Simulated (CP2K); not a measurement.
Short convergence ladders for a (100) slab of ZnSb2 (cut from a parent of space group no. 118; 6 atoms in the cell)

```
ZnSb2
1.0
    6.79981     0.00000     0.00000
    0.00000     3.21039     0.00000
    0.00000     0.00000    19.40059
Zn Sb
2 4
Cartesian
  3.39990   1.60519   8.00040
  0.00000   0.00000  11.40029
  2.39958   0.80260  10.40000
  1.00032   2.40779   7.00000
  4.40023   0.80260  12.40059
  5.79949   2.40779   9.00069
```

Base method: PBEsol, GPW, DZVP-MOLOPT-SR-GTH basis, GTH-PBE potentials (GTH_POTENTIALS) run with CP2K.

Base settings: CUTOFF = 600 Ry; REL_CUTOFF = 40 Ry; SMEAR/METHOD = GAUSSIAN; SIGMA = 0.1 eV; KPOINTS/SCHEME = MONKHORST-PACK 3 5 1; XC_FUNCTIONAL = PBE:PBESOL; Zn/BASIS_SET = DZVP-MOLOPT-SR-GTH; Zn/POTENTIAL = GTH-PBE-q12; Sb/BASIS_SET = DZVP-MOLOPT-SR-GTH; Sb/POTENTIAL = GTH-PBE-q5.

Core times come from one kind of shared machine, to one figure; runs under 30 s give none.

**The vacuum**

The mesh stays at the base's, so the ladder's end is converged at best in this setting alone.

Only quantities that move along the ladder and can be compared are tabulated; forces are left out, as grid noise moves with the cell.

```csv
vacuum between outermost atoms (Å),free energy less the last step's (meV/atom),core time / last (rough)
3.0,-30.37,0.2
4.0,0.30,0.2
5.0,1.13,–
6.0,-0.16,0.2
7.0,-0.60,0.2
10.0,-0.63,0.3
14.0,-0.28,0.5
20.0,-0.67,0.7
30.0,0.00,1
```

Smallest vacuum between outermost atoms (Å) that holds the free energy within 5 meV/atom of the last step, with all finer ones: 4.0, at about 0.2 of the last step's time; the step before is off by 30 meV/atom.

**The k-point mesh**

Moved along: GAMMA_CENTERED.

Only quantities that move along the ladder and can be compared are tabulated.

```tsv
KPOINTS/SCHEME	free energy less the last step's (meV/atom)	largest difference of a force vector from the last step's (eV/Å)
MONKHORST-PACK 1 2 1	-542.36	0.672
MONKHORST-PACK 2 3 1	-62.78	0.443
MONKHORST-PACK 2 4 1	74.41	0.520
MONKHORST-PACK 3 5 1	28.01	0.126
MONKHORST-PACK 3 6 1	-8.74	0.264
MONKHORST-PACK 4 8 1	-1.19	0.098
MONKHORST-PACK 5 10 1	1.78	0.091
MONKHORST-PACK 7 14 1	3.32	0.072
MONKHORST-PACK 9 19 1	0.48	0.027
MONKHORST-PACK 13 26 1	0.00	0.000
```

Coarsest KPOINTS/SCHEME that holds the forces within 0.02 eV/Å: not settled: the last two steps still differ by 0.027 eV/Å, over half the tolerance, so the ladder does not show it.

Coarsest KPOINTS/SCHEME that holds the free energy within 1 meV/atom of the last step, with all finer ones: MONKHORST-PACK 9 19 1; the step before is off by 3.3 meV/atom.

**The cutoff of the density grid**

The mesh stays at the base's, so the ladder's end is converged at best in this setting alone.

Only quantities that move along the ladder and can be compared are tabulated.

```tsv
CUTOFF	free energy less the last step's (meV/atom)	largest difference of a force vector from the last step's (eV/Å)	core time / last (rough)
300 Ry	-23.55	0.469	–
360 Ry	-4.92	0.661	0.2
420 Ry	-1.11	0.042	0.2
510 Ry	0.34	0.067	0.3
600 Ry	0.82	0.119	0.4
720 Ry	0.28	0.019	0.5
900 Ry	0.13	0.014	0.8
1200 Ry	0.00	0.000	1
```

Coarsest CUTOFF that holds the free energy within 2 meV/atom of the last step, with all finer ones: 420 Ry, at about 0.2 of the last step's time; the step before is off by 4.9 meV/atom.

Coarsest CUTOFF that holds the forces within 0.01 eV/Å: not settled: the last two steps still differ by 0.014 eV/Å, over half the tolerance, so the ladder does not show it.

On the base run: the starting cell comes from a database of computed structures (which also holds hypothetical and non-ambient phases and stackings), without a prior relaxation at this level. The slab is cut from that crystal, and its faces are unrelaxed. Its lattice was rescaled by up to half a per cent. Values carry the incompleteness of an atom-centred basis. The potentials were made for another functional than the one used. Without a gap this mesh is coarse (it stands for a supercell whose shortest in-plane vector is 16 Å).

Left out of this page: 1 run of the series outside the window shown, repeating another row's setting, or not comparable.
